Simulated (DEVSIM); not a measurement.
Structure: Schottky contact on n-type GaAs, at 250 K.

Layer 1 from the left is GaAs, thickness (μm) 2.20, Nd (cm⁻³) 4e16, τn (s) 2e-8, τp (s) 2e-8.

Left contact: Schottky, work function 4.91 eV, emission velocity 1.8e6 cm/s. Right contact: ohmic. Voltage is applied to the left contact. Recombination: SRH at mid-gap, radiative, Auger. Mobility is constant in doping.

The device is made up for the run: typed textbook-type constants, with dimensions and the other settings drawn at random. Values at 300 K; Nc and Nv go as T^1.5, mobilities as T to minus their exponent, the gap by Varshni's rule with the affinity fixed.

GaAs: gap (eV) 1.424, affinity (eV) 4.07, permittivity 12.9, Nc (cm⁻³) 4.7e17, Nv (cm⁻³) 9e18, μn (cm²/Vs) 8500, μp (cm²/Vs) 400, T exponent of μn 2.1, T exponent of μp 2.2, B (cm³/s) 2e-10, Cn (cm⁶/s) 1e-30, Cp (cm⁶/s) 1e-30, Varshni α (eV/K) 0.000541, Varshni β (K) 204.

Problem. Estimate by hand the built-in potential, the peak field at zero bias, the capacitance at -0.6 V, and compare with a numerical solution.

Solution. 
- Built-in potential: barrier φB = 0.840 eV; Vbi = φB − kT/q ln(N_band/N) = 0.793 V; numerical 0.793 V.
- Peak field at zero bias: depletion approximation: W = √(2εVbi/(qN)) = 0.168 μm with N = 4.00e16 cm⁻³; field = 2Vbi/W = 94300 V/cm; numerical 92800 V/cm (estimate above by 1.7 %).
- Capacitance at -0.6 V: C = √(qεN / 2(Vbi + |V|)) = 51.3 nF/cm²; numerical 51.7 nF/cm² (estimate below by 0.76 %).

Simulated with DEVSIM: 1D drift-diffusion, Boltzmann statistics, complete ionisation; no tunnelling, impact ionisation, image-force lowering or self-heating. Metal contacts follow the ideal Schottky-Mott rule: no Fermi-level pinning, no interface dipoles.
